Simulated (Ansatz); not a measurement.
## CrCuO2, pressure series

The parent structure is CrCuO₂ (space group R-3m, No. 166; a = 3.0127 Å, c = 17.1117 Å (hexagonal axes); ferromagnetic).

Cell and atoms are relaxed at each pressure.

All numbers come from Ansatz (a first-principles code), PBE, PAW, cutoff 420 eV, no spin-orbit coupling.

```
pressure (GPa)  volume per atom (Å³/atom)
--------------  -------------------------
-2                                 11.363
-1                                 11.284
0                                  11.209
0.3                                11.186
0.7                                11.158
1.5                                11.101
3                                       ?
5                                  10.864
7.5                                10.709
```

Problem. Fit the third-order Birch–Murnaghan form P(V) = (3B₀/2)[(V₀/V)^(7/3) − (V₀/V)^(5/3)]·[1 + (3/4)(B₀′ − 4)((V₀/V)^(2/3) − 1)] (squares taken in P) to the rows shown and predict the withheld row.

Solution. Least squares on the printed values gives V₀ = 11.209 Å³/atom, B₀ = 151 GPa, B₀′ = 3.7; this predicts 10.996 Å³/atom, and the run gives 10.996 Å³/atom, in agreement.

Load acts through the strain it causes; cell and atoms are relaxed under it. Stability against distortions was not tested. No other phases were tried under pressure. No Hubbard U is applied and the magnetic state is the run's own (CrCuO2 ferromagnetic); small cells can't hold the antiferromagnetic order that many such compounds have, so gaps and moments can be off.
